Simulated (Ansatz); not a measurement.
WAg (model structure, Pmma, No. 51, 4 atoms in the cell) was calculated with PBEsol (PAW; Ansatz, an electronic-structure program).

Numerical settings: plane-wave cutoff 520 eV, 12×18×12 k mesh (along the axes of the cell as run), Fermi–Dirac smearing 0.05 eV, no spin polarisation, scalar-relativistic PAW data made under PBE.

Cell (relaxed at this level):

Space group Pmma (No. 51); a = 4.5886 Å, b = 2.7006 Å, c = 5.1513 Å, α = β = γ = 90.00°

```json
[
 {"atom": "W", "site": "2e", "symmetry": "mm2", "x": "0.7500", "y": "0.0000", "z": "0.1345"},
 {"atom": "Ag", "site": "2f", "symmetry": "mm2", "x": "0.2500", "y": "0.5000", "z": "0.3614"}
]
```

Task: Estimate the bulk modulus B0 that the calculation returns.

Result: 
bulk modulus B0: 208 GPa

Note: the run has no spin polarisation, so it can have missed a magnetic state; the bulk modulus is −V dP/dV from two relaxed cells at ±2 % in volume; the relaxation could raise the start's symmetry but not lower it, so the cell can be a saddle point.

Spin–orbit coupling is not included.

Static lattice: no zero-point or thermal effects.

Computing time: about 6 core-minutes (a rough figure).

A model structure was made by putting elements into a prototype or built by hand; it is no filed structure, need not be a known phase, and can be a saddle point held by its symmetry.
